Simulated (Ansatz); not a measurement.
The reference is TiB₂ (space group P6/mmm, No. 191; a = 3.032 Å, c = 3.224 Å; relaxed with 0.1 eV smearing).

Structures relaxed with PBE (Ansatz, an electronic-structure program), no spin-orbit coupling.

Base:

Simulated powder pattern, Co Kα, λ = 1.79026 Å (kinematic, ideal powder, no thermal factors, no anomalous dispersion; the 8 strongest lines at most, above 2 %, up to 2θ = 90°):

```tsv
2θ (°)	I/Imax (%)	hkl
32.24	20	(001)
39.86	58	(100)
52.16	100	(101)
67.47	9.2	(002)
72.37	22	(110)
81.32	14	(102)
81.45	9.1	(111)
85.96	5.9	(200)
```

Now apply this change: every lattice vector is shortened by 1.00 %; the atoms relax in the strained cell.

After the change:

Simulated powder pattern, Co Kα, λ = 1.79026 Å (kinematic, ideal powder, no thermal factors, no anomalous dispersion; the 8 strongest lines at most, above 2 %, up to 2θ = 90°):

```json
[
 {"2θ (°)": "32.58", "d (Å)": "3.192", "I/Imax (%)": "21", "hkl": "(001)"},
 {"2θ (°)": "40.28", "d (Å)": "2.600", "I/Imax (%)": "59", "hkl": "(100)"},
 {"2θ (°)": "52.73", "d (Å)": "2.016", "I/Imax (%)": "100", "hkl": "(101)"},
 {"2θ (°)": "68.24", "d (Å)": "1.596", "I/Imax (%)": "9.2", "hkl": "(002)"},
 {"2θ (°)": "73.22", "d (Å)": "1.501", "I/Imax (%)": "22", "hkl": "(110)"},
 {"2θ (°)": "82.32", "d (Å)": "1.360", "I/Imax (%)": "14", "hkl": "(102)"},
 {"2θ (°)": "82.45", "d (Å)": "1.358", "I/Imax (%)": "9.1", "hkl": "(111)"},
 {"2θ (°)": "87.04", "d (Å)": "1.300", "I/Imax (%)": "5.9", "hkl": "(200)"}
]
```

The indices refer to the base's conventional cell; one index is shown for lines that coincide.

Whether these cells are dynamically stable was not tested. All final runs are without spin polarisation.
